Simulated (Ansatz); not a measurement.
**A computed series for Ge2Sb2Te5: response to strain**

The parent structure is Ge₂Sb₂Te₅ (space group P-3m1, No. 164).

```xyz
9
Lattice="4.2936 0.0000 0.0000 -2.1468 3.7184 0.0000 0.0000 0.0000 17.6359" Properties=species:S:1:pos:R:3 pbc="T T T"
Te     0.0000     0.0000     0.0000
Ge     2.1468     1.2395     1.7325
Ge     0.0000     2.4789    15.9034
Te     0.0000     2.4789     3.4230
Te     2.1468     1.2395    14.2129
Sb     0.0000     0.0000     5.4572
Sb     0.0000     0.0000    12.1787
Te     2.1468     1.2395     7.1674
Te     0.0000     2.4789    10.4685
```

Cartesian axes are those of the cell as printed.

Strains are applied to the cell and any free atomic positions relax; under biaxial strain the out-of-plane vector relaxes too.

Level of theory: PBE (Ansatz, a first-principles code), no spin-orbit coupling, earlier PAW set.

Notes on the quantities. pressure: mean of the normal stresses, compression positive.

| change | volume per atom | pressure | smallest direct gap | band gap | gap character |
|---|---|---|---|---|---|
| base | 31.28 Å³ | 0.00 GPa | 0.58 eV | 0.53 eV | indirect, Γ → K–Γ (88 % along) |
| biaxial strain −1.51 %, plane normal [001], relaxed out of plane | 30.89 Å³ | 0.80 GPa | 0.63 eV | 0.54 eV | indirect, Γ → K–Γ (88 % along) |
| biaxial strain −0.89 %, plane normal [001], relaxed out of plane | 31.05 Å³ | 0.46 GPa | 0.62 eV | 0.54 eV | indirect, Γ → K–Γ (88 % along) |
| biaxial strain +2.15 %, plane normal [001], relaxed out of plane | 31.81 Å³ | -1.01 GPa | – | 0.43 eV | direct at Γ |
| isotropic strain +0.62 % | 31.87 Å³ | -0.43 GPa | 0.64 eV | 0.60 eV | indirect, Γ–M (29 % along) → K–Γ (88 % along) |
| isotropic strain +1.42 % | 32.64 Å³ | -0.87 GPa | 0.71 eV | 0.62 eV | indirect, Γ–M (29 % along) → Γ |
| uniaxial strain ε_xx = −0.59 % | 31.10 Å³ | ___ | ___ | ___ | indirect, Γ → Γ–C (12 % along) |

Question: Some entries are withheld; estimate them.

Answer: 
- uniaxial strain ε_xx = −0.59 %, pressure: 0.19 GPa
- uniaxial strain ε_xx = −0.59 %, smallest direct gap: 0.55 eV
- uniaxial strain ε_xx = −0.59 %, band gap: 0.49 eV

Spin-orbit coupling, missing from the scalar runs, can matter with Sb and Te. Whether these cells are dynamically stable was not tested. Labels are those of the standard path for the cell's own space group.
